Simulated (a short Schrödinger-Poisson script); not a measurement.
Symmetric double-gate stack, SiO2 on p-type GaN

System: symmetric double-gate stack, SiO2 on p-type GaN, at 300 K.

| layer | material | thickness (nm) | Na (cm⁻³) |
|---|---|---|---|
| 1 | SiO2 | 3.5 | - |
| 2 | GaN | 10 | 1e15 |
| 3 | SiO2 | 3.5 | - |

The device is made up for the run: typed textbook-type constants, with dimensions and the other settings drawn at random. SiO2: permittivity 3.9, conduction-band edge (eV) 3.2, gap (eV) 9, electron mass (mₑ) 0.5. GaN: permittivity 9.5, conduction-band edge (eV) 0, gap (eV) 3.43, Nv at 300 K (cm⁻³) 4.6e19.

Channel valleys (confinement mass, in-plane density-of-states mass, number): Γ 0.2, 0.2, 1. At the gates, both at one voltage, the conduction-band edge of layer 1 lies 3.63 eV − eVg above the Fermi level of the channel. Gaps are held at their typed values at every temperature. Mesh 0.03 nm at interfaces.

Solved with a short Schrödinger-Poisson script written for these runs: 1D Poisson equation in equilibrium, electrons quantum, Hartree (BenDaniel-Duke, 12 states a valley, the channel's in-plane mass for all, wave functions free to enter the dielectric), parabolic valleys, classical holes, full ionisation, no traps, pinning or gate leakage.

```tsv
Vg (V)	electrons (cm⁻²)	C (μF/cm²)	Γ E0 (meV)	Γ E1 (meV)
0.3	8.41e9	0.0512	147.2	195.9
0.6	1.54e12	1.30	7.5	48.0
0.9	4.18e12	1.49	-25.4	5.1
1.2	7.04e12	1.56	-46.1	-22.8
1.5	1.00e13	1.60	-63.3	-45.4
1.8	1.30e13	1.63	-79.2	-65.3
2.1	1.61e13	1.65	-94.6	-83.8
2.4	1.92e13	1.67	-109.7	-101.4
2.7	2.24e13	1.68	-124.9	-118.4
```

Gate voltages with under 1e6 electrons/cm² are left out.

Subbands count from the Fermi level. The capacitance is that of both gates.

In real p-type GaN the Mg acceptor is only partly ionised, and so wide a gap doesn't supply an inversion layer without source and drain.
